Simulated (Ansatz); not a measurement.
Ir (Fm-3m), PBEsol with spin-orbit coupling, DFPT electron-phonon coupling, linearised Boltzmann equation (Ansatz, an electronic-structure program): Condition of this run: spin-orbit coupling switched on. phonon-limited resistivity 5.08 μΩ·cm at 300 K, 6.92 μΩ·cm at 400 K, current-weighted mean free path 8.3 nm, Drude plasma energy 9.95 eV.

Task: What is the classical skin depth at 10 GHz (nonmagnetic, μ₀ = 1.257×10⁻⁶ H/m)?

Result: δ = √(ρ/(π f μ₀)) = 1130 nm.

Task: What temperature coefficient of resistance follows, and how does it compare with 1/T?

Result: (ρ₄₀₀ − ρ₃₀₀)/(100 K × ρ₃₀₀) = 3.62×10⁻³ K⁻¹, against 1/T = 3.33×10⁻³ K⁻¹ for a resistivity proportional to T. It lies higher because phonons are still being populated at 300 K; impurities would add a constant and lower it.

Task: Estimate the electronic thermal conductivity at 300 K by the Wiedemann-Franz law (L₀ = 2.44×10⁻⁸ W·Ω/K²).

Result: L₀T/ρ = 2.44×10⁻⁸ × 300/(5.08×10⁻⁸) = 144 W/(m·K). Inelastic scattering puts the true Lorenz number somewhat under L₀ near and below the Debye temperature.

A metal at this level (no band gap). Only scattering by harmonic phonons is included (no impurities, grain boundaries, electron-electron scattering or thermal expansion). Halving the electron mesh (28x28x28) moves the resistivity by up to 9 % at 300 K, the mean free path by up to 3 %. Smearing 0.20 eV; phonons on a 6x6x6 q mesh, which this run doesn't test.
